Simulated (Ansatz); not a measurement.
InP: energy against volume

InP (zinc blende, F-43m, 25.763 Å³/atom and stress up to 0.01 GPa in the relaxed cell, cube axes along x, y and z) under an equal strain ε along all three axes. r2SCAN in Ansatz, a plane-wave DFT program (PAW, default set), 500 eV, 10×10×10 Γ-centred mesh, Fermi-Dirac smearing 0.05 eV; ions are relaxed, or left where forces stay under 0.02 eV/Å, within the symmetry of each cell.

Here V stands for volume and E for E less E0.

```
volume (Å³/atom)  E less E0 (meV/atom)  pressure (GPa)
----------------  --------------------  --------------
23.5134                              ?               ?
24.2481                          21.23            4.75
24.6212                          11.73            3.43
24.9980                           5.12            2.21
25.3787                           1.26            1.06
25.7632                           0.00            0.00
26.1516                           1.21           -0.99
26.5439                           4.77           -1.90
26.9400                          10.55           -2.75
27.3401                          18.42           -3.54
```

The 9 complete rows are fitted with the third-order Birch-Murnaghan form, a cubic in V^(-2/3), E against V. With u = V^(-2/3) - 0.1147, the rows have u = 0.0046662, 0.0034573, 0.0022669, 0.0010943, -0.0000607, -0.0011986, -0.0023197, -0.0034240, -0.0045123. Least squares gives E = 0.005 + 114.4·u + 939993·u² + 2225113·u³. Residuals (row less fit): -0.002, 0.002, -0.001, 0.001, -0.002, -0.004, 0.000, 0.006, -0.003; standard error 0.004 (degrees of freedom: 5). Its minimum lies at u = -0.0000609, so V0 = (0.1146391)^(-3/2) = 25.76. There d²E/du² = 1879000 and d³E/du³ = 1.335e7, so B0 = (4/9) × 25.76^(-7/3) × 1879000 × 0.160218 = 68.3 GPa (the last factor turns the table's units into GPa), and B0' = 4 + (2/3) × 0.1146391 × (1.335e7)/1879000 = 4.5. B0' rests on the cubic coefficient alone and has a standard error of 0.1 from these residuals.

Question: Estimate the missing E (V = 23.5134); what did the run itself give?

Answer: u = 0.0071399, so E = 0.005 + 114.4 × 0.0071399 + 939993 × 0.0071399² + 2225113 × 0.0071399³ = 49.551 meV/atom. The calculation gives 49.54 meV/atom, 0.011 meV/atom below the prediction (0.0 % of the range of E in the table). The row lies outside the fitted rows, so this is an extrapolation. The scatter of the fitted rows lies at the last printed digit.

Other structures, which can take over under pressure, weren't tried. The same form fitted to the pressure column gives B0' = 4.6; series where the two differ by over 0.4 aren't shown. Rows are the converged runs of the series near zero and its far end, less any whose ions stayed unrelaxed beside relaxed ones; series whose fitted rows scatter by over a few per cent of the range, as at a crossing or softening among them, aren't shown in this form.
